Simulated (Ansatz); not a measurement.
The reference is K2S in the anti-fluorite structure (space group Fm-3m, No. 225).

```xyz
3
Lattice="0.0000 3.6680 3.6680 3.6680 0.0000 3.6680 3.6680 3.6680 0.0000" Properties=species:S:1:pos:R:3 pbc="T T T"
K      1.8340     1.8340     1.8340
K      5.5020     5.5020     5.5020
S      0.0000     0.0000     0.0000
```

Cartesian axes are those of the cell as printed.

Calculations: PBEsol in Ansatz (plane waves to 420 eV, PAW, no spin-orbit coupling).

For the base:

Pressure: 0.01 GPa
Shortest interatomic distance: 6.003 bohr

It is then changed as follows: tensile biaxial strain of 1.67 % in the plane normal to [111], as in epitaxy on a mismatched substrate; the out-of-plane cell vector and the atoms relax.

Problem. Estimate the effect on the ratio −ε⊥/ε∥, pressure and shortest interatomic distance.

Solution. The ratio −ε⊥/ε∥ amounts to 0.83; the pressure (mean of the normal stresses, compression positive) drops by 0.37 GPa to -0.36 GPa; the shortest interatomic distance drops by 0.042 bohr (6.003 bohr → 5.961 bohr).

Whether these cells are dynamically stable was not tested.

Ansatz is a quantum-chemistry and plane-wave program.
